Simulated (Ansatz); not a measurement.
The reference is AlN in the wurtzite structure (space group P6_3mc, No. 186; a = 3.089 Å, c = 4.943 Å). Axes: x lies along a and z along c of the hexagonal cell.

Calculations: LDA, PAW, 420 eV (Ansatz, a first-principles code; without spin-orbit coupling).

Now apply this change: every lattice vector is stretched by 2.40 %, atoms relaxed at fixed cell.

Q: Predict the stress tensor and what it implies for the stiffness.

A: Stress of the strained cell less that of the base (GPa, compression positive):
```
 -13.44    0.00    0.00
   0.00  -13.44    0.00
   0.00    0.00  -12.30
```

Then B = −ΔP/(ΔV/V₀) with ΔV/V₀ = 0.0737 gives secant stiffness values (nonlinear terms included at this strain): B (at held cell shape, above the free-shape value) ≈ 177 GPa.

As a check, the harmonic strain energy −½ V₀ Δσ:ε is 30 meV/atom; the computed energy rise is 33 meV/atom.

Whether these cells are dynamically stable was not tested.
